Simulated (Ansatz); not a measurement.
**Bi2Te3, pressure series**

Take Bi₂Te₃ in the Bi2Te3 type structure (space group R-3m, No. 166; a = 4.315 Å, c = 29.619 Å (hexagonal axes)) as the base.

Cell and atoms are relaxed at each pressure.

The values are results of PBEsol-D3(BJ) (Ansatz, an electronic-structure program; PAW; 420 eV plane waves; no SOC), not measurements.

Computed cases, in order: 0 GPa (base); pressure 3 GPa; pressure 7 GPa; pressure 15 GPa.

Question: Between which two neighbouring cases does the band gap open or close?

Answer: Between pressure 3 GPa (0.18 eV) and pressure 7 GPa (zero). The whole series: 0 GPa (base): 0.18 eV; pressure 3 GPa: 0.18 eV; pressure 7 GPa: zero; pressure 15 GPa: zero.

A case with no gap was solved on a k-mesh chosen for an insulator, which is coarse for it. From pressure 15 GPa on, the axis ratios lie over 15 % from the base's, so the cell there is far from its starting form. Spin-orbit coupling, missing from the scalar runs, can matter with Bi and Te. Load acts through the strain it causes; cell and atoms are relaxed under it. Whether these cells are dynamically stable was not tested. No other phases were tried under pressure. All final runs are without spin polarisation. A zero or small gap of Bi2Te3 can be the functional's error rather than a property of the material.
